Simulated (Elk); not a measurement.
Elk run on Pb (Fm-3m, 1 atom in the cell): self-consistent single point

Computed with PBE, all-electron FP-LAPW, Elk's shipped species files, default APW+lo basis in Elk.

Input as run:

```
tasks
  0

xctype
  20

swidth
  0.00367493

maxscl
  100

scale
  6.733846587

avec
    0.0000000000    0.7071067812    0.7071067812
    0.7071067812    0.0000000000    0.7071067812
    0.7071067812    0.7071067812    0.0000000000

sppath
  './'

atoms
  1
  'Pb.in'
  1
  0.0000000000  0.0000000000  0.0000000000    0.0 0.0 0.0

ngridk
  8 8 8
```

Output (repeated stretches shortened):

```
│ Elk code version 10.2.4 │

All units are atomic (Hartree, Bohr, etc.)

│ Ground-state run starting from atomic densities │

Lattice vectors :
   0.000000000       4.761548585       4.761548585
   4.761548585       0.000000000       4.761548585
   4.761548585       4.761548585       0.000000000

Unit cell volume      :    215.9109438
Brillouin zone volume :    1.148854287

Muffin-tin inner radius fraction :   0.1000000000E-01

Nuclei treated as point charges

Species :    1 (Pb)
 parameters loaded from : Pb.in
 name : lead
 nuclear charge    :   -82.00000000
 electronic charge :    82.00000000
 atomic mass :    377702.4940
 muffin-tin radius :    2.800000000
 number of radial points in muffin-tin :    697
 atomic positions (lattice), magnetic fields (Cartesian) :
   1 :   0.00000000  0.00000000  0.00000000    0.00000000  0.00000000  0.00000000

Total number of atoms per unit cell :    1

Spin treatment :
 spin-unpolarised

Number of Bravais lattice symmetries :   48
Number of crystal symmetries         :   48
Crystal has inversion symmetry
Real symmetric eigensolver will be used

k-point grid :      8     8     8
k-point offset :    0.000000000       0.000000000       0.000000000
k-point set is reduced with full crystal symmetry group
Total number of k-points :       29

Muffin-tin radius times maximum |G+k| :    7.000000000
 using average radius
Maximum |G+k| for APW functions       :    2.500000000
Maximum (1/2)|G+k|²                   :    3.125000000
Maximum |G| for potential and density :    12.00000000
 potential will be trimmed for |G| > 2 gkmax
Constant for pseudocharge density :    8
Radial integration step length :    4

G-vector grid sizes :     27    27    27
Number of G-vectors :     6231

Maximum angular momentum used for
 APW functions                      :    8
 outer part of muffin-tin           :    6
 inner part of muffin-tin           :    1

Total nuclear charge    :   -82.00000000
Total core charge       :    68.00000000
Total valence charge    :    14.00000000
Total excess charge     :    0.000000000
Total electronic charge :    82.00000000

Effective Wigner radius, rₛ :   0.8566249735

Number of empty states         :    4
Total number of valence states :   11
Total number of core states    :   68

Total number of local-orbitals :   15

Exchange-correlation functional :     20     0     0
 Perdew-Burke-Ernzerhof, Phys. Rev. Lett. 77, 3865 (1996)
 gradient requirement :    1
 generalised gradient approximation (GGA)

Smearing type :    3
 Fermi-Dirac
Smearing width :   0.3674930000E-02
Effective electronic temperature (K) :    1160.451112

Mixing type :    3
 Broyden mixing, J. Phys. A: Math. Gen. 17, L317 (1984)

Kohn-Sham potential initialised from atomic data

│ Self-consistent loop started │
│ Loop number : 1 │
 total energy                :     -20934.2687890
│ Loop number : 2 │
 total energy                :     -20934.2713499
RMS change in Kohn-Sham potential (target) :   0.1857172937     (  0.1000000000E-05)
Absolute change in total energy (target)   :   0.2560949168E-02 (  0.1000000000E-03)
│ Loop number : 3 │
 total energy                :     -20933.6656468
RMS change in Kohn-Sham potential (target) :   0.1630539975     (  0.1000000000E-05)
Absolute change in total energy (target)   :   0.6050628247     (  0.1000000000E-03)
│ Loop number : 4 │
 total energy                :     -20931.1411394
RMS change in Kohn-Sham potential (target) :   0.7851125342E-01 (  0.1000000000E-05)
Absolute change in total energy (target)   :    2.675773141     (  0.1000000000E-03)
│ Loop number : 5 │
 total energy                :     -20929.5378257
RMS change in Kohn-Sham potential (target) :   0.2468674078E-01 (  0.1000000000E-05)
Absolute change in total energy (target)   :    2.272256959     (  0.1000000000E-03)
│ Loop number : 6 │
 total energy                :     -20928.9782660
RMS change in Kohn-Sham potential (target) :   0.5688998041E-02 (  0.1000000000E-05)
Absolute change in total energy (target)   :    1.127623953     (  0.1000000000E-03)
│ Loop number : 7 │
 total energy                :     -20928.8101841
RMS change in Kohn-Sham potential (target) :   0.2101126873E-03 (  0.1000000000E-05)
Absolute change in total energy (target)   :   0.4499879261     (  0.1000000000E-03)
│ Loop number : 8 │
 total energy                :     -20928.8035379
RMS change in Kohn-Sham potential (target) :   0.8296701258E-04 (  0.1000000000E-05)
Absolute change in total energy (target)   :   0.1191432016     (  0.1000000000E-03)
│ Loop number : 9 │
 total energy                :     -20928.7992391
RMS change in Kohn-Sham potential (target) :   0.3150981639E-04 (  0.1000000000E-05)
Absolute change in total energy (target)   :   0.3408460684E-01 (  0.1000000000E-03)
│ Loop number : 10 │
 total energy                :     -20928.7958530
RMS change in Kohn-Sham potential (target) :   0.6742726055E-05 (  0.1000000000E-05)
Absolute change in total energy (target)   :   0.1190717948E-01 (  0.1000000000E-03)
│ Loop number : 11 │
 total energy                :     -20928.7948780
RMS change in Kohn-Sham potential (target) :   0.1008503268E-05 (  0.1000000000E-05)
Absolute change in total energy (target)   :   0.3951779279E-02 (  0.1000000000E-03)
│ Loop number : 12 │
 total energy                :     -20928.7948641
RMS change in Kohn-Sham potential (target) :   0.6619931435E-06 (  0.1000000000E-05)
Absolute change in total energy (target)   :   0.1001863944E-02 (  0.1000000000E-03)
│ Loop number : 13 │
 total energy                :     -20928.7948470
RMS change in Kohn-Sham potential (target) :   0.1178809958E-06 (  0.1000000000E-05)
Absolute change in total energy (target)   :   0.2675775868E-03 (  0.1000000000E-03)
│ Loop number : 14 │
 total energy                :     -20928.7948449
RMS change in Kohn-Sham potential (target) :   0.3140149924E-07 (  0.1000000000E-05)
Absolute change in total energy (target)   :   0.6896955165E-04 (  0.1000000000E-03)
Convergence targets achieved

│ Loop number : 15 │

Energies :
 Fermi                       :     0.205296979590
 sum of eigenvalues          :     -12946.7372658
 electron kinetic            :      24369.3862836
 core electron kinetic       :      24240.2957095
 Coulomb                     :     -44907.7239170
 Coulomb potential           :     -36805.2175319
 nuclear-nuclear             :     -1339.69896954
 electron-nuclear            :     -50330.8323630
 Hartree                     :      6762.80741554
 Madelung                    :     -26505.1151510
 xc potential                :     -510.906017494
 exchange                    :     -385.440275237
 correlation                 :     -5.01644634860
 electron entropic           :    -0.492777160261E-03
 total energy                :     -20928.7948477

Density of states at Fermi energy :    9.941516646
 (states/Hartree/unit cell)

Estimated indirect band gap :   0.1265977670E-01
 from k-point     14 to k-point     16
Estimated direct band gap   :   0.5653009040E-01
 at k-point     17

Charges :
 core                        :    68.00000000
 valence                     :    14.00000000
 interstitial                :    1.720879340
 muffin-tins (core leakage)
  species :    1 (Pb)
   atom    1                 :    80.27912066     (  0.1189341477E-02)
 total in muffin-tins        :    80.27912066
 total calculated charge     :    81.99896840
 total charge                :    82.00000000
 error                       :   0.1031599207E-02

│ Self-consistent loop stopped │
```

The run converged in 15 iterations. The count includes the last loop, which Elk runs after its targets are met.

The starting cell comes from a database of computed structures (which also holds hypothetical and non-ambient phases and stackings), without a prior relaxation at this level. Its lattice was rescaled by a random factor within 2.5 % of one. Spin-orbit coupling is off. Values depend on the basis (sphere radii, cutoffs, local orbitals), which need not be converged. The log's line on a gap gives a spacing of levels on this mesh, which the program prints for metals too.
